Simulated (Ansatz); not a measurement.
## Effect of Te → Cd on BeTe

The reference is BeTe in the zinc blende structure (space group F-43m, No. 216; a = 5.604 Å).

It is then changed as follows: every Te is replaced by Cd, then cell and atoms are relaxed.

Computed with PBEsol/PAW in Ansatz (a program for electronic structure), no spin-orbit coupling. Γ-centred 14×14×14 mesh, Fermi–Dirac width 0.05 eV, for the changed cell.

- Lattice parameter a = 5.557 Å (base 5.604 Å)
- Space group = F-43m (No. 216) (base F-43m (No. 216))
- Shortest interatomic distance = 2.406 Å (base 2.427 Å)
- Band gap = zero (base 1.84 eV)

With Te present, leaving out spin-orbit coupling can change the band edges. No phonon test of stability was made. As relaxed here, BeCd is a hypothetical phase, not in the database extracts checked.
